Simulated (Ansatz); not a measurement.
Reference: RbBr (Pm-3m), r2SCAN, rigid bands (plane waves, PAW, scalar-relativistic; Ansatz, a quantum-chemistry and plane-wave program); geometry: cell and atoms relaxed with PBEsol.

RbBr has the cubic space group Pm-3m (No. 221), the CsCl type structure, Pearson symbol cP2. Lattice parameters: a = b = c = 4.073 Å, α = β = γ = 90.00°. Rb on 1a has 8 Br at 3.527 Å (cubic). Br on 1b is surrounded by 8 Rb at 3.527 Å (cubic). (Neighbours: up to the widest gap in distance over summed covalent radii, below 1.35, at either atom; cation-cation and far metal-metal contacts left out.)

| Quantity | Result |
|---|---|
| band gap | 4.98 eV |
| electron conductivity mass | 0.33 mₑ |
| Seebeck coefficient, n-type 1e19 cm⁻³ | -165 μV/K |

Question: Replace Rb by K on the same sites and relax. What happens?

Answer: KBr (Pm-3m): volume per atom 33.8 to 30.4 Å³; band gap stays about the same (4.98 eV to 4.89 eV); electron conductivity mass rises (0.33 mₑ to 0.35 mₑ); Seebeck coefficient, n-type 1e19 cm⁻³ stays about the same (-165 μV/K to -170 μV/K).

Moves up to 5 % count as about the same. Masses are for dilute carriers at 300 K, harmonic means over directions unless an axis is named. Seebeck coefficients are for the stated density at 300 K, with one relaxation time for all states and whether or not that doping can be reached. Spin-orbit coupling is left out.

Computed structure with no diffraction record at hand here (it may be known, metastable or hypothetical): KBr (Pm-3m), RbBr (Pm-3m).
